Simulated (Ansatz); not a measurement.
Consider AlP in the zinc blende structure (space group F-43m, No. 216; a = 5.5078 Å).

The change: hydrostatic tension (pressure −1 GPa).

Computed with PBE in Ansatz (plane waves to 420 eV, PAW, no SOC).

Base, band edges from the VBM (valence, conduction): X -2.05, 1.63; W -2.72, 4.32; L -0.75, 2.72; Γ 0.00, 3.09; K -1.68, 2.46; U -1.68, 2.46 eV.

Task: Give the band edges at the high-symmetry points of the new zone, measured from its valence-band maximum.

Result: 
```csv
point,valence edge (eV),conduction edge (eV)
Γ,0.00,2.98
X,-2.02,1.66
U,-1.66,2.47
K,-1.66,2.47
L,-0.74,2.67
W,-2.68,4.31
```

The gap is 1.66 eV, indirect, Γ → X.

Load acts through the strain it causes; cell and atoms are relaxed under it. No phonon test of stability was made.

Ansatz is an electronic-structure program.
